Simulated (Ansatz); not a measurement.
Where the default PAW files enter, the runs use the earlier of Ansatz's two default sets.

The decay constant κ of evanescent states in the gap governs leakage through a thin film.

Data:

```xyz
4
Lattice="2.5058 0.0000 0.0000 -1.2529 2.1701 0.0000 0.0000 0.0000 6.6170" Properties=species:S:1:pos:R:3 pbc="T T T"
B      0.0000     1.4467     1.6542
B      1.2529     0.7234     4.9627
N      0.0000     1.4467     4.9627
N      1.2529     0.7234     1.6542
```

Space group of this cell: P6_3/mmc. The cell was relaxed by PBE-D3(BJ); by r2SCAN its mean pressure is -1.3 GPa.

Transport runs along the normal of the first two printed cell vectors, the (001) plane of the conventional cell.

No gap correction and no spin-orbit coupling; mid-gap is the computed energy nearest the middle.

Predict the band gap and the smallest decay constant κ at mid-gap from r2SCAN (Ansatz, a first-principles code).

Gap 4.78 eV on a 18×18×6 mesh; κ = 0.412 1/Å, at the zone centre.
